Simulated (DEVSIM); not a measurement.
System: abrupt Si p-n junction, at 300 K.

```tsv
layer (left to right)	material	thickness (μm)	Nd (cm⁻³)	Na (cm⁻³)	τn (s)	τp (s)
1	Si	0.660	-	2.1e18	0.00011	0.00011
2	Si	4.60	8.7e16	-	0.00011	0.00011
```

Left contact: ohmic. Right contact: ohmic. Voltage is applied to the left contact. Recombination: SRH at mid-gap, Auger. Mobility is constant in doping.

Constants are typed, rounded textbook-type inputs, not results; the design itself was drawn at random and stands for no fabricated device. Values at 300 K; Nc and Nv go as T^1.5, mobilities as T to minus their exponent, the gap by Varshni's rule with the affinity fixed.

| parameter | Si |
|---|---|
| gap (eV) | 1.124 |
| affinity (eV) | 4.05 |
| permittivity | 11.7 |
| Nc (cm⁻³) | 2.86e19 |
| Nv (cm⁻³) | 3.1e19 |
| μn (cm²/Vs) | 1417 |
| μp (cm²/Vs) | 470 |
| T exponent of μn | 2.3 |
| T exponent of μp | 2.2 |
| Cn (cm⁶/s) | 2.8e-31 |
| Cp (cm⁶/s) | 9.9e-32 |
| Varshni α (eV/K) | 0.000473 |
| Varshni β (K) | 636 |

Model (solved in DEVSIM): 1D drift-diffusion, Boltzmann statistics, complete ionisation; no tunnelling, impact ionisation, image-force lowering or self-heating.

The temperature was swept, all else fixed.

```tsv
temperature (K)	dark forward voltage at 1 A/cm² (V)	potential step across the device at zero bias (V)	largest field in the device at zero bias (V/cm)	dark forward voltage at 100 A/cm² (V)
250	0.751	0.965	160000	0.851
300	…	0.905	150000	…
350	0.553	0.841	150000	0.695
400	0.451	0.774	150000	0.614
450	0.347	0.705	150000	0.531
500	0.242	0.634	140000	0.446
```

Problem. Some entries are withheld; supply them.

Solution. 
- 300, dark forward voltage at 1 A/cm² (V): 0.653
- 300, dark forward voltage at 100 A/cm² (V): 0.775
